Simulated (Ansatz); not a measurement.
The reference is BAs in the zinc blende structure (space group F-43m, No. 216; a = 4.7322 Å). Axes: x, y, z lie along the cube axes.

Method: Kohn–Sham DFT with the LDA functional, run in Ansatz (a first-principles code) with PAW and 420 eV plane waves, no spin-orbit coupling.

The change: the cell is stretched by 3.00 % along z with no lateral relaxation, atoms relaxed at fixed cell.

Problem. Predict the stress tensor and what it implies for the stiffness.

Solution. Stress of the strained cell less that of the base (GPa, compression positive):
```
  -1.95    0.00    0.00
   0.00   -1.95    0.00
   0.00    0.00   -8.38
```

Then −Δσ_ii/ε with ε = 0.0300 gives secant stiffness values (nonlinear terms included at this strain): C33 ≈ 279 GPa, C13 ≈ 65 GPa and C23 ≈ 65 GPa.

As a check, the harmonic strain energy −½ V₀ Δσ:ε is 10 meV/atom; the computed energy rise is 11 meV/atom.

Stability against distortions was not tested.
